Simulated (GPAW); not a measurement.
**Converging the plane-wave cutoff: SrGaGe (P3m1, 3 atoms in the cell)**

```xyz
3
Lattice="4.2566 0.0000 0.0000 -2.1283 3.6863 0.0000 0.0000 0.0000 4.6976" Properties=species:S:1:pos:R:3 pbc="T T T"
Sr     0.0000     0.0000     0.0500
Ga     0.0000     2.4576     2.3488
Ge     2.1283     1.2288     2.3488
```

Method: PBEsol, GPAW PAW datasets PBEsol (made by gpaw-setup) (plane waves; GPAW).

Base settings: mode = pw; ecut = 550 eV; xc = PBEsol; kpts = 3 3 3; mesh shift (steps) = 0 0 0; occupations.name = methfessel-paxton; occupations.width = 0.1 eV; occupations.order = 0; nbands = -7; symmetry.symmorphic = false.

The second cell is the first with its lattice scaled by 0.98.

The mesh stays at the base's, so the ladder's end is converged at best in this setting alone.

Only quantities that move along the ladder and can be compared are tabulated.

The count of work is k-points × plane waves × bands × iterations; it is no time. 

The starting cell comes from a database of computed structures (which also holds hypothetical and non-ambient phases and stackings), without a prior relaxation at this level. Its lattice was rescaled by up to half a per cent. One atom was moved a little off its site on purpose. Without a gap this mesh is coarse (it stands for a supercell whose shortest vector is 13 Å).

| ecut | free energy less the last step's (meV/atom) | energy of the compressed cell less the first (meV/atom) | pressure (GPa) | count of work / last |
|---|---|---|---|---|
| 190 eV | 121.90 | 28.79 | 1.13 | 0.055 |
| 220 eV | 73.23 | 27.47 | 1.12 | 0.070 |
| 250 eV | 39.90 | 27.38 | 1.55 | 0.083 |
| 275 eV | 24.68 | 26.20 | 1.89 | 0.096 |
| 300 eV | 17.12 | 25.81 | 2.11 | 0.11 |
| 330 eV | 12.51 | 25.82 | 2.25 | 0.13 |
| 385 eV | 8.22 | 25.92 | 2.29 | 0.16 |
| 440 eV | 5.07 | 25.91 | 2.30 | 0.19 |
| 495 eV | 3.03 | 25.83 | 2.33 | 0.23 |
| 550 eV | 1.80 | 25.83 | 2.35 | 0.27 |
| 605 eV | 1.08 | 25.85 | 2.36 | 0.32 |
| 660 eV | 0.68 | 25.83 | 2.38 | 0.40 |
| 740 eV | 0.32 | 25.84 | 2.38 | 0.42 |
| 825 eV | 0.15 | 25.83 | 2.38 | 0.49 |
| 960 eV | 0.03 | 25.83 | 2.39 | 0.62 |
| 1100 eV | 0.00 | 25.82 | 2.39 | 0.76 |
| 1320 eV | 0.00 | 25.83 | 2.39 | 1.0 |

Coarsest ecut that holds the energy of the compressed cell less the first within 1 meV/atom of the last step, with all finer ones: 275 eV, at 0.096 of the last step's count of work; the step before is off by 1.6 meV/atom.

Coarsest ecut that holds the pressure within 1 GPa of the last step, with all finer ones: 250 eV, at 0.083 of the last step's count of work; the step before is off by 1.3 GPa.

Coarsest ecut that holds the free energy within 1 meV/atom of the last step, with all finer ones: 660 eV, at 0.40 of the last step's count of work; the step before is off by 1.1 meV/atom.

The energy difference between the two cells stays within 1 meV/atom of the last step's from 275 eV on, the total only from 660 eV on: much of the error is common to both cells and cancels.

Two neighbours can agree and both be off: 220 eV and 250 eV differ by 0.09 meV/atom in the energy of the compressed cell less the first, yet lie about 1.6 meV/atom from the last step.

At the lowest cutoff the pressure lies 1.3 GPa under the last step's, the usual sign of Pulay stress in an incomplete plane-wave basis.
